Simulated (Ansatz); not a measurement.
# A computed series for BeTe: response to strain

Base system: BeTe in the zinc blende structure (space group F-43m, No. 216; a = 5.554 Å). Axes: x, y, z lie along the cube axes.

Strains are applied to the cell and any free atomic positions relax; under biaxial strain the out-of-plane vector relaxes too.

Calculations: LDA (Ansatz, a program for electronic structure), scalar-relativistic without spin-orbit coupling.

| biaxial strain, plane normal [111], relaxed out of plane (%) | out-of-plane strain (%) |
|---|---|
| -2.5 | 1.09 |
| -2.08 | ? |
| -1.67 | 0.72 |
| -1.25 | 0.54 |
| -0.83 | 0.36 |
| -0.42 | 0.18 |
| 0 | 0.00 |

Task: Fit ε⊥ = −νε + γε² (strains in %) to the rows shown and predict the withheld row.

Result: Least squares on the printed values gives ν = 0.43 (the biaxial Poisson response) and γ = 0.003 (largest residual 0.00 %); this predicts 0.90 %, and the run gives 0.90 %, in agreement.

Whether these cells are dynamically stable was not tested.
